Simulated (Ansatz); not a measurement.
**Ti in the hcp (Mg type) structure (space group P6_3/mmc, No. 194)**

```cif
data_Ti2
_chemical_formula_sum 'Ti2'
_space_group_name_H-M_alt 'P 1'
_space_group_IT_number 1
_cell_length_a 2.93591
_cell_length_b 2.93591
_cell_length_c 4.63642
_cell_angle_alpha 90.000
_cell_angle_beta 90.000
_cell_angle_gamma 120.000
loop_
_space_group_symop_operation_xyz
  'x, y, z'
loop_
_atom_site_label
_atom_site_type_symbol
_atom_site_fract_x
_atom_site_fract_y
_atom_site_fract_z
_atom_site_occupancy
Ti1 Ti 0.33333 0.66667 0.75000 1
Ti2 Ti 0.66667 0.33333 0.25000 1
```

All numbers come from DFT with r2SCAN, PAW potentials and a 500 eV plane-wave cutoff in Ansatz (a first-principles code), spin-orbit coupling left out. k-mesh 18×18×10 (Γ-centred); smearing 0.05 eV (Fermi–Dirac).

| Quantity | Result |
|---|---|
| Volume per atom | 17.30 Å³ |
| Density | 4.59 g/cm³ |
| Band gap | zero |
| Total energy | -2504.370 eV/atom (σ→0; compares only within this code and set-up) |

No phonon test of stability was made. All final runs are without spin polarisation.
